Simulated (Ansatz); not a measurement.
Take Mg2Sn (space group Fm-3m, No. 225) as the base.

```yaml
crystal:
  lattice:
    - [0.00000, 3.33192, 3.33192]
    - [3.33192, 0.00000, 3.33192]
    - [3.33192, 3.33192, 0.00000]
  atoms:
    - { symbol: Mg, position: [0.25000, 0.25000, 0.25000] }
    - { symbol: Mg, position: [0.75000, 0.75000, 0.75000] }
    - { symbol: Sn, position: [0.00000, 0.00000, 0.00000] }
```

Computed with LDA (Ansatz, a quantum-chemistry and plane-wave program, PAW, no SOC).

Before the change:

- Volume per atom = 24.66 Å³

It is then changed as follows: a hydrostatic pressure of 0.9 GPa.

What happens to the volume per atom?

The volume per atom drops by 0.45 Å³, from 24.66 Å³ to 24.21 Å³.

Load acts through the strain it causes; cell and atoms are relaxed under it. Stability against distortions was not tested.
